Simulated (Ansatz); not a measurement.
Reference: CsCaF3 (Pm-3m), PBEsol, rigid bands (plane waves, PAW, scalar-relativistic; Ansatz, an electronic-structure program); geometry: cell and atoms relaxed with PBEsol.

```cif
data_CaCsF3
_chemical_formula_sum 'Cs1 Ca1 F3'
_space_group_name_H-M_alt 'P 1'
_space_group_IT_number 1
_cell_length_a 4.49373
_cell_length_b 4.49373
_cell_length_c 4.49373
_cell_angle_alpha 90.000
_cell_angle_beta 90.000
_cell_angle_gamma 90.000
loop_
_space_group_symop_operation_xyz
  'x, y, z'
loop_
_atom_site_label
_atom_site_type_symbol
_atom_site_fract_x
_atom_site_fract_y
_atom_site_fract_z
_atom_site_occupancy
Cs1 Cs 0.00000 0.00000 0.00000 1
Ca1 Ca 0.50000 0.50000 0.50000 1
F1 F 0.00000 0.50000 0.50000 1
F2 F 0.50000 0.00000 0.50000 1
F3 F 0.50000 0.50000 0.00000 1
```

The band gap comes out as 7.10 eV, the electron conductivity mass is 0.45 mₑ and the Seebeck coefficient, n-type 1e19 cm⁻³ comes out as -200 μV/K.

Question: Swap F for Br, keeping the structure type. How do these values move?

Answer: CsCaBr3 (Pm-3m): volume per atom 18.1 to 35.9 Å³; band gap falls (7.10 eV to 4.40 eV); electron conductivity mass falls (0.45 mₑ to 0.34 mₑ); Seebeck coefficient, n-type 1e19 cm⁻³ falls in size (-200 μV/K to -168 μV/K).

Question: Replace Ca by Cd on the same sites and relax. What happens?

Answer: CsCdF$_{3}$ (Pm-3m): volume per atom 18.1 to 17.8 Å³; band gap falls (7.10 eV to 3.23 eV); electron conductivity mass falls (0.45 mₑ to 0.41 mₑ); Seebeck coefficient, n-type 1e19 cm⁻³ falls in size (-200 μV/K to -188 μV/K).

Question: Swap F for H, keeping the structure type. How do these values move?

Answer: CsCaH3 (Pm-3m): volume per atom 18.1 to 18.7 Å³; band gap falls (7.10 eV to 2.88 eV); electron conductivity mass stays about the same (0.45 mₑ to 0.46 mₑ); Seebeck coefficient, n-type 1e19 cm⁻³ rises in size (-200 μV/K to -288 μV/K).

Moves up to 5 % count as about the same. Masses are for dilute carriers at 300 K, harmonic means over directions unless an axis is named. Seebeck coefficients are for the stated density at 300 K, with one relaxation time for all states and whether or not that doping can be reached. Spin-orbit coupling is left out.

Computed structure with no diffraction record at hand here (it may be known, metastable or hypothetical): CsCaBr3 (Pm-3m), CsCaF3 (Pm-3m), CsCaH3 (Pm-3m), CsCdF3 (Pm-3m).
